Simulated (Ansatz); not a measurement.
Worked example: self-consistent single point of PbCClO₂ (P1, 10 atoms in the cell) in Ansatz (a first-principles code).

Method of the run: PBEsol, default PAW files made with PBE (plane waves; Ansatz).

```
CELL_PARAMETERS angstrom
      2.97055    -2.93570     0.00000
      2.97055     2.93570     0.00000
     -0.85911     0.00000     9.38195
ATOMIC_POSITIONS crystal
  C  0.35848 0.63729 0.50180
  C  0.63279 0.36619 0.49603
  Cl 0.27060 0.27578 0.11686
  Cl 0.72677 0.72332 0.88290
  O  0.32536 0.78767 0.38724
  O  0.21795 0.67278 0.61202
  O  0.67399 0.21156 0.61174
  O  0.78656 0.32592 0.38887
  Pb 0.77287 0.77275 0.22360
  Pb 0.23463 0.22674 0.77895
```

Reference input (self-consistent single point, DFT, PBEsol, plane waves, default PAW files made with PBE): basis.ecutwfc = 420 eV; kpoints.mp_grid.grid = 6 6 3; hamiltonian.xc = pbesol; hamiltonian.pseudopotentials = {kind: paw} (the program's default PAW files); scf.occupations.method = fermi_dirac; scf.occupations.width = 0.05 eV. This run's input differs from it in these lines:

Ansatz 0.2 input:
```diff
@@ -17,3 +17,3 @@
 basis:
-  ecutwfc: 420.0
+  ecutwfc: 545.0
 kpoints:
```

Output (repeated stretches shortened):

```
SCF iter   1: F=—  HF=-28370.147241 eV  |F-HF|=—  |Δ(HF+E_count)|=         —  Δρ=8.86e-3  dr2=1.19e-1  ethr=1.77e-3  ⟨swp⟩=8.8  Hψ=13102  notcnv=0  defer=50
all-band conjugate gradients solve this SCF's bands
preconditioner: auto → Resta (q_TF=auto, 2.390 Å⁻¹)
SCF iter   2: F=—  HF=-28370.117473 eV  |F-HF|=—  |Δ(HF+E_count)|=   2.98e-2  Δρ=2.50e-3  dr2=1.01e-2  ethr=1.61e-4  ⟨swp⟩=2.0  Hψ=5476  notcnv=0  defer=108
   [... lines left out ...]
SCF iter   6: F=—  HF=-28370.116539 eV  |F-HF|=—  |Δ(HF+E_count)|=   1.91e-4  Δρ=5.29e-5  dr2=3.38e-6  ethr=9.38e-8  ⟨swp⟩=2.0  Hψ=4536  notcnv=0  defer=108
SCF iter   7: F=—  HF=-28370.116542 eV  |F-HF|=—  |Δ(HF+E_count)|=   3.74e-6  Δρ=1.59e-5  dr2=4.33e-7  ethr=4.57e-9  ⟨swp⟩=2.0  Hψ=3716  notcnv=0  defer=108
SCF iter   8: F=—  HF=-28370.116543 eV  |F-HF|=—  |Δ(HF+E_count)|=   5.26e-7  Δρ=1.18e-5  dr2=2.19e-7  ethr=1.35e-10  ⟨swp⟩=12.1  Hψ=13986  notcnv=0
SCF iter   9: F=-28370.116543 eV  HF=-28370.116543 eV  |F-HF|=4.73e-10  |Δ(HF+E_count)|=   3.37e-8  Δρ=3.94e-6  dr2=2.74e-8  ethr=1.35e-10  ⟨swp⟩=3.0  Hψ=10705  notcnv=0
SCF 1 converged in 9 iterations: F = -28370.116543 eV  dr2 = 2.74e-8
Free energy (F): -28370.116543 eV
Internal energy: -28370.116543 eV  (E = F + TS)
E sigma→0 (E₀):  -28370.116543 eV
Fermi energy:    6.713490 eV
--- Forces (eV/Å), atoms counted from 1 ---
  atom   1  C      0.98527995    -2.03787880    -2.29479692
  atom   2  C     -1.08057852     0.72133641     2.86097765
  atom   3  Cl    -0.00616955    -0.02384035    -0.04411322
  atom   4  Cl     0.01668829     0.02918003     0.08252080
  atom   5  O     -0.45147757     0.23349393     1.02019786
  atom   6  O     -0.41510766     1.11409837     0.87112593
  atom   7  O      0.59904406     0.52285036    -1.60929367
  atom   8  O      0.33680053    -0.54112677    -0.74466479
  atom   9  Pb     0.00002441    -0.00413822    -0.13725965
  atom  10  Pb     0.01548801    -0.01398321    -0.00464218
--- Stress (GPa, compression-positive) ---
       -0.991455      -0.318335       0.322898
       -0.318333      -0.811316       1.973243
        0.322899       1.973246      -1.541645
  P = ⅓ Tr σ = -1.1148 GPa (-11.148 kbar)
  The stress holds the Pulay correction. Without it, at fixed plane waves, as pw.x and ABINIT print it: P = -1.1296 GPa
```

The run converged in 9 iterations. Against the reference run the free energy drops by 3.5 meV/atom, the pressure stays at -1.11 GPa, the largest force moves little (3.231 to 3.223 eV/Å) and the gap on the mesh stays at 2.803 eV.

The starting cell comes from a database of published, mostly measured structures (it also holds non-ambient and calculated ones), without a prior relaxation at this level. Its atoms were displaced at random from the sites of space group no. 12. Spin-orbit coupling is off. Forces in this geometry exceed 1 eV/Å. Ansatz's pressure includes its estimate of the finite-basis (Pulay) stress.

Cost on one core of a shared machine: roughly 40 s.
